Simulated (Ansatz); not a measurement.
## TaC (model structure, started from the NbAs type, I4₁md, No. 109, 4 atoms in the cell): properties by level of theory

| level (code) | lattice parameter a (Å) | c axis length (Å) |
|---|---|---|
| PBE (Ansatz) | ___ | 10.629 |
| PBEsol (Ansatz) | 2.925 | ___ |
| PBE-D3(BJ) (Ansatz) | 2.929 | 10.556 |

Problem. What belongs in the gaps?

Solution. 
- PBE (Ansatz, a first-principles code), lattice parameter a (Å): 2.950
- PBEsol (Ansatz), c axis length (Å): 10.542

Ansatz's density-functional and Hartree–Fock values are scalar-relativistic unless marked +SOC, with PAW data made under PBE.

The computed numbers hold no vibrational or temperature effects.

A model structure was made by putting elements into a prototype or built by hand; it is no filed structure, need not be a known phase, and can be a saddle point held by its symmetry.
